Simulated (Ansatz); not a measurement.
Ru under load (space group P6_3/mmc), PBEsol, DFPT electron-phonon coupling, linearised Boltzmann equation (Ansatz, an electronic-structure program). Condition of this run: biaxial stress xx = yy = -3 GPa (compression positive) (the target of the relaxation). Phonon-limited resistivity 6.97 μΩ·cm at 300 K along x (a = (2.70, 0.00, 0.00) Å; b = (-1.35, 2.34, 0.00) Å; c = (0.00, 0.00, 4.24) Å), 9.64 μΩ·cm at 400 K, current-weighted mean free path 9.1 nm, Drude plasma energy 8.41 eV.

What Drude relaxation time do resistivity and plasma energy imply?

ω_p = 1.28e16 s⁻¹, so τ = 1/(ε₀ ω_p² ρ) = 9.93 fs, a damping ħ/τ of 66.3 meV.

Estimate the resistivity of a 40 nm square wire with diffuse walls from ρ ≈ ρ₀(1 + 3ℓ/4d).

1 + 0.75 × 9.1/40 = 1.17, so ρ ≈ 8.16 μΩ·cm and a line 1 μm long has 51.0 Ω. The formula is the free-electron limit for d well above ℓ; grain boundaries add to it.

What temperature coefficient of resistance follows, and how does it compare with 1/T?

(ρ₄₀₀ − ρ₃₀₀)/(100 K × ρ₃₀₀) = 3.83×10⁻³ K⁻¹, against 1/T = 3.33×10⁻³ K⁻¹ for a resistivity proportional to T. It lies higher because phonons are still being populated at 300 K; impurities would add a constant and lower it.

A metal at this level (no band gap). Only scattering by harmonic phonons is included (no impurities, grain boundaries, electron-electron scattering or thermal expansion). Spin-orbit coupling is left out. Halving the electron mesh (36x36x20) moves the resistivity by up to 5 % at 300 K, the mean free path by up to 4 %. Smearing 0.20 eV; phonons on a 6x6x3 q mesh, which this run doesn't test.
